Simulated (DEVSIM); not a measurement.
System: abrupt Si p-n junction, at 300 K.

```tsv
layer (left to right)	material	thickness (μm)	Nd (cm⁻³)	Na (cm⁻³)	τn (s)	τp (s)
1	Si	1.40	-	8.6e15	1.2e-5	1.2e-5
2	Si	96.0	1.7e13	-	1.2e-5	1.2e-5
```

Left contact: ohmic. Right contact: ohmic. Voltage is applied to the left contact. Recombination: SRH at mid-gap. Mobility is constant in doping.

The device is made up for the run: typed textbook-type constants, with dimensions and the other settings drawn at random. Values at 300 K.

```csv
parameter,Si
gap (eV),1.124
affinity (eV),4.05
permittivity,11.7
Nc (cm⁻³),2.86e19
Nv (cm⁻³),3.1e19
μn (cm²/Vs),1417
μp (cm²/Vs),470
```

Simulated with DEVSIM: 1D drift-diffusion, Boltzmann statistics, complete ionisation; no tunnelling, impact ionisation, image-force lowering or self-heating.

Q: Give the dark forward current.

A: 
(V (V), J (A/cm²)): (0.05, 2.7e-8); (0.15, 9.2e-7); (0.30, 0.00025); (0.40, 0.0073); (0.55, 0.17); (0.65, 0.51); (0.75, 1.1); (0.90, 2.2); (1.00, 3.1); (1.10, 4.0); (1.25, 5.4); (1.35, 6.3); (1.50, 7.5); (1.60, 8.3)
